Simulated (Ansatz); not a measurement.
Take MoS2 (space group P6_3/mmc, No. 194; layered, stacked along the Cartesian z axis) as the base.

```yaml
crystal:
  lattice:
    - [3.14934, 0.00000, 0.00000]
    - [-1.57467, 2.72741, 0.00000]
    - [0.00000, 0.00000, 12.08946]
  atoms:
    - { symbol: Mo, position: [0.66667, 0.33333, 0.75000] }
    - { symbol: Mo, position: [0.33333, 0.66667, 0.25000] }
    - { symbol: S, position: [0.66667, 0.33333, 0.37952] }
    - { symbol: S, position: [0.33333, 0.66667, 0.87952] }
    - { symbol: S, position: [0.33333, 0.66667, 0.62048] }
    - { symbol: S, position: [0.66667, 0.33333, 0.12048] }
```

Cartesian axes are those of the cell as printed.

All numbers come from PBE-D3(BJ) (Ansatz, an electronic-structure program; PAW; 420 eV plane waves; scalar-relativistic without spin-orbit coupling).

Strains are applied to the cell and any free atomic positions relax; under biaxial strain the out-of-plane vector relaxes too.

One change was made to it. Results:

```json
[
 {"quantity": "valence-band top at Γ (three highest levels, from the VBM)", "base": "0.00, -1.11, -1.29 eV", "after": "0.00, -1.16, -1.47 eV"},
 {"quantity": "shortest interatomic distance", "base": "2.400 Å", "after": "2.381 Å"},
 {"quantity": "band gap", "base": "0.77 eV", "after": "0.86 eV"}
]
```

Q: Name the change that was made.
A) biaxial strain −3.00 %, plane normal [001], relaxed out of plane
B) biaxial strain −1.20 %, plane normal [001], relaxed out of plane
C) biaxial strain −0.60 %, plane normal [001], relaxed out of plane

A: A, biaxial strain −3.00 %, plane normal [001], relaxed out of plane. For comparison, the band gap in the other runs: biaxial strain −1.20 %, plane normal [001], relaxed out of plane gives 0.80 eV; biaxial strain −0.60 %, plane normal [001], relaxed out of plane gives 0.79 eV.

No phonon test of stability was made.
